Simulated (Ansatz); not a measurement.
Checking a run of Ansatz (an electronic-structure program) on Ag₂SnHgSe₄ (I-4, 8 atoms in the cell). The aim is a self-consistent single point with DFT, PBE, plane waves, default PAW files.

Cell that was meant: a = 7.4368 Å, b = 7.4368 Å, c = 7.4368 Å, α = 131.86°, β = 131.86°, γ = 70.44°.

Part of the input:

Ansatz 0.2 input:
```yaml
  xc: pbe
  pseudopotentials: { kind: paw }
scf:
  occupations: { method: fermi_dirac, width: 1.36 }
output:
  forces: true
  eigenvalues: true
```

Output (repeated stretches shortened):

```
WARN ansatz: RAYON_NUM_THREADS=1 ignored (pool sized by the plan → 1); use --threads N
   [... lines left out ...]
Symmetry: 4 space group operations
Space group: I-4 (ITA 82), of the structure as read, at distance tolerance 6.1e-5 Å
k-points: 21 of 125 (time reversal used)
Initial density: superposition of atomic densities (neutral atoms: chi_scale 0, normalization atom), corrected by the library's trained network
Initial wavefunctions: pseudopotential atomic-orbital guess
Eigensolver: davidson
Functional: x = pbe(κ = 0.804, μ = 0.2195149727645171), c = pbe(β = 0.06672455060314922)
SCF iter   1: F=—  HF=-56906.947964 eV  |F-HF|=—  |Δ(HF+E_count)|=         —  Δρ=2.61e-2  dr2=3.48e0  ethr=1.77e-3  ⟨swp⟩=9.2  Hψ=16813  notcnv=0
all-band conjugate gradients solve this SCF's bands
preconditioner: auto → LDOS
SCF iter   2: F=—  HF=-56906.370876 eV  |F-HF|=—  |Δ(HF+E_count)|=   5.77e-1  Δρ=8.74e-3  dr2=1.13e-1  ethr=1.77e-3  ⟨swp⟩=1.4  Hψ=3653  notcnv=0
   [... lines left out ...]
SCF iter   6: F=—  HF=-56906.340732 eV  |F-HF|=—  |Δ(HF+E_count)|=   6.28e-5  Δρ=4.74e-5  dr2=7.74e-6  ethr=2.57e-7  ⟨swp⟩=2.0  Hψ=4328  notcnv=0
SCF iter   7: F=—  HF=-56906.340677 eV  |F-HF|=—  |Δ(HF+E_count)|=   5.42e-5  Δρ=9.24e-6  dr2=1.70e-7  ethr=5.69e-9  ⟨swp⟩=2.0  Hψ=3746  notcnv=0
SCF iter   8: F=-56906.340678 eV  HF=-56906.340678 eV  |F-HF|=1.57e-8  |Δ(HF+E_count)|=   4.84e-8  Δρ=3.20e-6  dr2=2.63e-8  ethr=7.35e-11  ⟨swp⟩=10.1  Hψ=13377  notcnv=0
SCF 1 converged in 8 iterations: F = -56906.340678 eV  dr2 = 2.63e-8
Free energy (F): -56906.340678 eV
Internal energy: -56883.417805 eV  (E = F + TS)
E sigma→0 (E₀):  -56894.879241 eV
Entropy (-TS):   -22.922872 eV (-2865.359 meV/atom)
Fermi energy:    8.785256 eV
--- Forces (eV/Å), atoms counted from 1 ---
  atom   1  Ag     0.00000000     0.00000000    -0.00000000
  atom   2  Ag     0.00000000     0.00000000    -0.00000000
  atom   3  Hg     0.00000000     0.00000000    -0.00000000
  atom   4  Sn    -0.00000000     0.00000000     0.00000000
  atom   5  Se    -0.05868590     0.64146814     0.06485924
  atom   6  Se     0.05868590    -0.64146814     0.06485924
  atom   7  Se     0.64146814     0.05868590    -0.06485924
  atom   8  Se    -0.64146814    -0.05868590    -0.06485924
--- Stress (GPa, compression-positive) ---
        9.333695       0.000000      -0.000000
       -0.000000       9.333695       0.000000
       -0.000000       0.000000       9.305838
  P = ⅓ Tr σ = 9.3244 GPa (93.244 kbar)
  The stress holds the Pulay correction. Without it, at fixed plane waves, as pw.x and ABINIT print it: P = 9.2938 GPa
```

Problem. Is this run sound? If not, what is wrong?

Solution. The run is not sound. The fault is a smearing width that is far too large. A width of many tenths of an electronvolt moves electrons far across the Fermi level or the gap, and the free energy and its derivatives carry a large smearing term. To fix it, use a width small against the gap or band features. The run converged in 8 iterations without an error; against the sound input the free energy falls by 1.19 eV/atom, the pressure goes from 1.76 to 9.32 GPa and the largest force goes from 0.899 to 0.647 eV/Å.

The sound input it was made from differs as follows (other fixes are possible):
```diff
-  occupations: { method: fermi_dirac, width: 1.36 }
+  occupations: { method: fermi_dirac, width: 0.05 }
```

With that input, the run converged in 8 iterations: free energy E − TS (on the zero of these files) -56896.8001 eV; gap on the k-point mesh 0.32 eV; pressure 1.76 GPa; largest force (vector length) 0.899 eV/Å (DFT, PBE, plane waves, default PAW files).

On the sound input: the starting cell was generated: these elements placed on a structure prototype, without a prior relaxation; it need not be a known phase or ordering of this composition. Spin-orbit coupling is off. Ansatz's pressure includes its estimate of the finite-basis (Pulay) stress. The shifted mesh does not hold Γ, so a gap read on it misses any band edge there.
